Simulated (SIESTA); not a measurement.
Band structure of HgPPd5 (P4/mmm, 7 atoms in the cell).

```
CELL_PARAMETERS angstrom
      4.01802     0.00000     0.00000
      0.00000     4.01802     0.00000
      0.00000     0.00000     7.18054
ATOMIC_POSITIONS crystal
  Hg 0.50000 0.50000 0.00000
  P  0.00000 0.00000 0.50000
  Pd 0.00000 0.50000 0.30289
  Pd 0.00000 0.50000 0.69711
  Pd 0.50000 0.00000 0.30289
  Pd 0.50000 0.00000 0.69711
  Pd 0.00000 0.00000 0.00000
```

Computed with SIESTA 5.4.2 with GGA PBEsol, numerical atomic orbitals TZP, PseudoDojo PBEsol standard norm-conserving potentials (rewritten from UPF to PSML).

Settings: XC.functional = GGA; XC.authors = PBEsol; potentials = PseudoDojo PBEsol standard; PAO.BasisSize = TZP; PAO.EnergyShift = 0.01 Ry; MeshCutoff = 400 Ry; kgrid.MonkhorstPack = 5 5 3; OccupationFunction = MP; OccupationMPOrder = 0; ElectronicTemperature = 0.1 eV; MaxSCFIterations = 150; SCF.Mixer.Method = Pulay; SCF.Mixer.Weight = 0.25; SCF.Mixer.History = 8.

The starting cell comes from a database of computed structures (which also holds hypothetical and non-ambient phases and stackings), without a prior relaxation at this level. Its lattice was rescaled by a random factor within 2.5 % of one. Spin-orbit coupling is off. Spin polarisation is off; with an odd number of electrons in the cell that forces a metal, and a magnetic state may lie lower. Values carry the incompleteness of an atom-centred basis.

Levels in eV from the Fermi level, bands 54 to 59:
| point | 54 | 55 | 56 | 57 | 58 | 59 |
|---|---|---|---|---|---|---|
| Γ | -0.94 | -0.82 | -0.21 | -0.17 | 0.39 | 0.39 |
| X | -1.40 | -1.39 | -0.77 | -0.23 | 0.13 | 0.30 |
| M | -0.71 | -0.52 | -0.52 | -0.38 | -0.38 | 0.41 |
| Z | -0.96 | -0.35 | -0.21 | -0.17 | 1.41 | 1.77 |
| R | -1.34 | -1.33 | -1.16 | -1.07 | -0.59 | 2.59 |
| A | -0.95 | -0.88 | -0.36 | -0.02 | 0.52 | 0.52 |

Bands cross the Fermi level along this path, so the cell is metallic at this level.

Higher empty bands are left out: an atom-centred basis made for the valence describes them poorly.
